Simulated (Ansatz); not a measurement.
Consider SiC in the wurtzite structure (space group P6_3mc, No. 186; a = 3.0759 Å, c = 5.0477 Å).

Modification: cell and atoms relaxed at a pressure of 0.7 GPa.

Levels (all Ansatz, an electronic-structure program, PAW): PBEsol (420 eV, scalar-relativistic without spin-orbit coupling); PBEsol+SOC (420 eV, with spin-orbit coupling).

The geometry is relaxed with PBEsol.

- PBEsol valence-band top at Γ: 0.00, 0.00, -0.11 eV
- PBEsol smallest direct gap: 3.86 eV
- PBEsol band gap: 2.12 eV

### Question
Predict the valence-band top at Γ, smallest direct gap and band gap from PBEsol+SOC.

### Answer
The valence-band top at Γ (three highest Kramers pairs, from the VBM) changes from 0.00, 0.00, -0.11 eV to 0.00, -0.01, -0.12 eV; the smallest direct gap stays 3.86 eV; the band gap is nearly the same (2.12 eV against 2.11 eV).

Single points use the geometry relaxed with PBEsol. The spin-orbit shifts are approximate. Load acts through the strain it causes; cell and atoms are relaxed under it. Whether these cells are dynamically stable was not tested.
